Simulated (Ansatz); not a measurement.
The parent structure is TiC in the rock salt structure (space group Fm-3m, No. 225; relaxed with 0.1 eV smearing).

```
TiC
1.0
    0.00000     2.16392     2.16392
    2.16392     0.00000     2.16392
    2.16392     2.16392     0.00000
Ti C
1 1
Direct
  0.00000   0.00000   0.00000
  0.50000   0.50000   0.50000
```

Cartesian axes are those of the cell as printed.

Method: Ansatz (a first-principles code) r2SCAN, no SOC.

Perturbation: the cell is compressed by 0.50 % along z with no lateral relaxation; the atoms relax in the strained cell.

**Question.** Predict the new energy relative to the base and stress.

**Answer.** The energy goes up by 0.4 meV/atom; the stress (xx, yy, zz, yz, xz, xy; compression positive) amounts to (0.7, 0.7, 2.7, 0.0, 0.0, 0.0) GPa.

Whether these cells are dynamically stable was not tested. All final runs are without spin polarisation.
